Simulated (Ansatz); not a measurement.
The parent structure is SiC (space group P6_3mc, No. 186).

```xyz
8
Lattice="3.0585 0.0000 0.0000 -1.5292 2.6487 0.0000 0.0000 0.0000 10.0120" Properties=species:S:1:pos:R:3 pbc="T T T"
Si     0.0000     0.0000     5.0091
Si     0.0000     0.0000     0.0031
Si     0.0000     1.7658     2.5055
Si     1.5292     0.8829     7.5115
C      0.0000     0.0000     3.1323
C      0.0000     0.0000     8.1383
C      0.0000     1.7658     0.6229
C      1.5292     0.8829     5.6289
```

Cartesian axes are those of the cell as printed.

Level of theory: Ansatz (a first-principles code), LDA, PAW, cutoff 420 eV, no spin-orbit coupling.

For the base:

| Quantity | Value |
|---|---|
| Smallest direct gap | 3.31 eV |

Perturbation: tensor shear ε_xz = +2.00 % (engineering shear γ = 0.0400); the atoms relax in the strained cell.

Problem. What does the calculation give for the smallest direct gap, stress and valley order after the change?

Solution. The smallest direct gap decreases by 0.08 eV to 3.23 eV; the stress (xx, yy, zz, yz, xz, xy; compression positive) comes out as (-0.23, 0.15, 0.22, 0.00, -6.47, 0.00) GPa; the valley order (the lowest conduction-band minima on the path, energy above the VBM, named in the base's zone) amounts to M (1/2, 1/2, 0) 1.98 eV; M (0, 1/2, 0) 2.06 eV; L (1/2, 1/2, 1/2) 2.39 eV.

No phonon test of stability was made.
